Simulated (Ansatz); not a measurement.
CrO₃ (Ama2, No. 40) was calculated with LDA in Ansatz (plane waves, PAW).

Settings: plane-wave cutoff 500 eV, 8×10×10 k mesh (along the axes of the cell as run), gaussian smearing 0.02 eV, no spin polarisation, scalar-relativistic PAW data made under PBE.

Cell (relaxed at this level):

```yaml
crystal:
  lattice:
    - [5.65588, 0.00000, 0.00000]
    - [0.00000, 4.03801, 2.29021]
    - [0.00000, -4.03801, 2.29021]
  atoms:
    - { symbol: Cr, position: [0.75000, 0.88885, 0.09782] }
    - { symbol: Cr, position: [0.25000, 0.09782, 0.88885] }
    - { symbol: O, position: [0.25000, 0.41052, 0.84581] }
    - { symbol: O, position: [0.75000, 0.84581, 0.41052] }
    - { symbol: O, position: [0.75000, 0.53291, 0.77618] }
    - { symbol: O, position: [0.25000, 0.77618, 0.53291] }
    - { symbol: O, position: [0.00000, 0.10796, 0.10796] }
    - { symbol: O, position: [0.50000, 0.10796, 0.10796] }
```

Q: What does this level give for the band gap?

A: 
band gap: 1.85 eV (on the SCF k mesh)

Note: the relaxation could not lower the start's symmetry, so the cell can be a saddle point above a distorted one; the volume lies 11 % below that of the published cell.

Computed values are for the static lattice.

Computing time: about 10 core-minutes (a rough figure).

Ansatz is an electronic-structure program.
